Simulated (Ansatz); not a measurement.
BiVO₄ (I4₁/amd, No. 141, 12 atoms in the cell; start mp-545850; a measured phase of this formula has another space group) was calculated with r²SCAN-D4 (Ansatz, a quantum-chemistry and plane-wave program, plane waves, PAW).

Settings: plane-wave cutoff 500 eV, 8×8×8 k mesh, gaussian smearing 0.02 eV, no spin polarisation, scalar-relativistic PAW data made under PBE.

Cell (relaxed at this level):

```yaml
crystal:
  lattice:
    - [-3.63906, 3.63906, 3.21805]
    - [3.63906, -3.63906, 3.21805]
    - [3.63906, 3.63906, -3.21805]
  atoms:
    - { symbol: V, position: [0.25000, 0.75000, 0.50000] }
    - { symbol: V, position: [0.50000, 0.50000, 0.00000] }
    - { symbol: Bi, position: [0.00000, 0.00000, 0.00000] }
    - { symbol: Bi, position: [0.75000, 0.25000, 0.50000] }
    - { symbol: O, position: [0.66904, 0.48760, 0.81855] }
    - { symbol: O, position: [0.23760, 0.91904, 0.31855] }
    - { symbol: O, position: [0.66904, 0.85049, 0.18145] }
    - { symbol: O, position: [0.60049, 0.91904, 0.68145] }
    - { symbol: O, position: [0.08096, 0.39951, 0.31855] }
    - { symbol: O, position: [0.51240, 0.33096, 0.18145] }
    - { symbol: O, position: [0.08096, 0.76240, 0.68145] }
    - { symbol: O, position: [0.14951, 0.33096, 0.81855] }
```

Q: Estimate the band gap that the calculation returns.

A: 
- band gap: 2.87 eV (on the SCF k mesh)

Note: the relaxation could not lower the start's symmetry, so the cell can be a saddle point above a distorted one.

Spin–orbit coupling is not included; with these elements it can move the gap by several tenths of an eV or more.

The result took roughly 6 core-minutes.

A start named mp-… is a Materials Project structure, which need not be a measured phase.
